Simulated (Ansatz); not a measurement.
Band structure of Li2FeGeS4 (I-42m, 8 atoms in the cell).

```
Li2FeGeS4
1.0
   -2.62592     2.62592     5.15805
    2.62592    -2.62592     5.15805
    2.62592     2.62592    -5.15805
Li Fe S Ge
2 1 4 1
Direct
  0.25000   0.75000   0.50000
  0.75000   0.25000   0.50000
  0.00000   0.00000   0.00000
  0.37700   0.88700   0.00000
  0.11300   0.11300   0.49000
  0.62300   0.62300   0.51000
  0.88700   0.37700   0.00000
  0.50000   0.50000   0.00000
```
Moments meant for the start (each program seeds them in its own way; μB, in the order of the atoms Li Li Fe S S S S Ge): 0.0 0.0 4.0 0.0 0.0 0.0 0.0 0.0.

Computed with PBE (plane waves, PAW; Ansatz, a first-principles code).

Settings: kpoints.mp_grid.grid = 7 7 7; hamiltonian.xc = pbe; hamiltonian.pseudopotentials = {kind: paw} (the program's default PAW files); magnetization.spin_polarized = true; scf.occupations.method = fermi_dirac; scf.occupations.width = 0.0073 Ry; kpoints.band_path.npoints = 6.

The starting cell was generated: these elements placed on a structure prototype, without a prior relaxation; it need not be a known phase or ordering of this composition. Its lattice was rescaled by a random factor within 2.5 % of one. With one magnetic atom in the cell only a parallel order is possible.

Levels in eV from the Fermi level, bands 29 to 36 of the first spin channel:
```json
[
 {"point": "Γ", "29": "-2.35", "30": "-0.74", "31": "-0.53", "32": "-0.53", "33": "0.98", "34": "2.03", "35": "3.96", "36": "3.96"},
 {"point": "X", "29": "-1.33", "30": "-1.29", "31": "-0.96", "32": "-0.75", "33": "0.72", "34": "3.48", "35": "3.93", "36": "4.25"},
 {"point": "Y", "29": "-1.51", "30": "-1.30", "31": "-1.02", "32": "-0.96", "33": "0.92", "34": "3.81", "35": "3.84", "36": "3.87"},
 {"point": "S", "29": "-2.07", "30": "-1.60", "31": "-1.10", "32": "-0.97", "33": "1.36", "34": "2.78", "35": "3.42", "36": "4.26"},
 {"point": "Z", "29": "-2.35", "30": "-1.38", "31": "-1.16", "32": "-1.16", "33": "1.00", "34": "2.18", "35": "2.18", "36": "2.62"},
 {"point": "S1", "29": "-2.07", "30": "-1.60", "31": "-1.10", "32": "-0.97", "33": "1.36", "34": "2.78", "35": "3.42", "36": "4.26"},
 {"point": "N", "29": "-1.69", "30": "-1.48", "31": "-1.41", "32": "-1.11", "33": "1.59", "34": "3.38", "35": "3.67", "36": "4.42"},
 {"point": "P", "29": "-1.86", "30": "-1.33", "31": "-0.89", "32": "-0.89", "33": "1.02", "34": "3.39", "35": "4.12", "36": "4.12"},
 {"point": "Y1", "29": "-1.51", "30": "-1.30", "31": "-1.02", "32": "-0.96", "33": "0.92", "34": "3.81", "35": "3.84", "36": "3.87"}
]
```

Bands cross the Fermi level along this path, so the cell is metallic at this level.

The net moment of the cell came out as 4.00 μB.

Keys are those of Ansatz 0.2.
